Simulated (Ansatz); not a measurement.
# MoSi (model structure, started from the TiAs type, P6₃/mmc, No. 194, 8 atoms in the cell): c axis length by level of theory

No measured value is used here.

```json
[
 {"level (code)": "PBE (Ansatz)", "value (Å)": "15.695"},
 {"level (code)": "PBEsol (Ansatz)", "value (Å)": "15.674"},
 {"level (code)": "PBE-D3(BJ) (Ansatz)", "value (Å)": "15.668"}
]
```

Ansatz's density-functional and Hartree–Fock values are scalar-relativistic unless marked +SOC, with PAW data made under PBE.

A model structure was made by putting elements into a prototype or built by hand; it is no filed structure, need not be a known phase, and can be a saddle point held by its symmetry.

Ansatz is a first-principles code.
